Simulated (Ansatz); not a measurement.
# TiAl under a change: uniaxial strain ε_zz = +0.50 %

Take TiAl (space group P4/mmm, No. 123; a = 2.813 Å, c = 4.062 Å; relaxed with 0.1 eV smearing) as the base. Axes: x, y, z lie along a, b, c of the conventional cell.

Perturbation: uniaxial strain ε_zz = +0.50 %, all other strain components held at zero; the atoms relax in the strained cell.

The values are results of Ansatz (a program for electronic structure) r2SCAN, without spin-orbit coupling, not measurements. Settings: 20×20×14 k-points, 0.1 eV Fermi–Dirac smearing.

```tsv
quantity	base	changed	shift
volume per atom	16.07 Å³	16.15 Å³	+0.08 Å³
shortest interatomic distance	2.813 Å	2.813 Å	0.000 Å
energy relative to the base (free energy F)	0 meV/atom	+0.2 meV/atom	+0.2 meV/atom
pressure (mean of the normal stresses, compression positive)	0.0 GPa	-0.6 GPa	-0.6 GPa
band gap	zero	zero	–
stress (xx, yy, zz, yz, xz, xy; compression positive)	–	(-0.4, -0.4, -0.9, 0.0, 0.0, 0.0) GPa	–
```

Final structure:

```yaml
crystal:
  lattice:
    - [2.81271, 0.00000, 0.00000]
    - [0.00000, 2.81271, 0.00000]
    - [0.00000, 0.00000, 4.08191]
  atoms:
    - { symbol: Ti, position: [0.00000, 0.00000, 0.00000] }
    - { symbol: Al, position: [0.50000, 0.50000, 0.50000] }
```

No phonon test of stability was made. All final runs are without spin polarisation.
